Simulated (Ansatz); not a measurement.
**SiC, pressure series**

Consider SiC (space group P6_3mc, No. 186; a = 3.094 Å, c = 10.129 Å).

Cell and atoms are relaxed at each pressure.

Method: PBE (Ansatz, an electronic-structure program; PAW; 420 eV plane waves; without spin-orbit coupling), earlier PAW set.

Notes on the quantities. enthalpy: H = E + PV relative to the base's energy.

```csv
case,lattice parameter a,enthalpy,smallest direct gap
base,3.094 Å,–,3.34 eV
pressure −2 GPa,3.104 Å,-0.13 eV/atom,3.34 eV
pressure −1 GPa,3.099 Å,-0.07 eV/atom,3.34 eV
pressure 0.9 GPa,3.090 Å,+0.06 eV/atom,3.35 eV
pressure 2.1 GPa,3.084 Å,+0.14 eV/atom,3.35 eV
pressure 4.5 GPa,3.073 Å,+0.29 eV/atom,3.35 eV
pressure 9 GPa,3.054 Å,+0.58 eV/atom,3.36 eV
pressure 15 GPa,3.031 Å,+0.95 eV/atom,3.37 eV
pressure 22.5 GPa,3.004 Å,+1.41 eV/atom,3.38 eV
pressure 30 GPa,2.981 Å,+1.85 eV/atom,3.39 eV
```

Load acts through the strain it causes; cell and atoms are relaxed under it. Stability against distortions was not tested. Competing high-pressure phases were not computed.
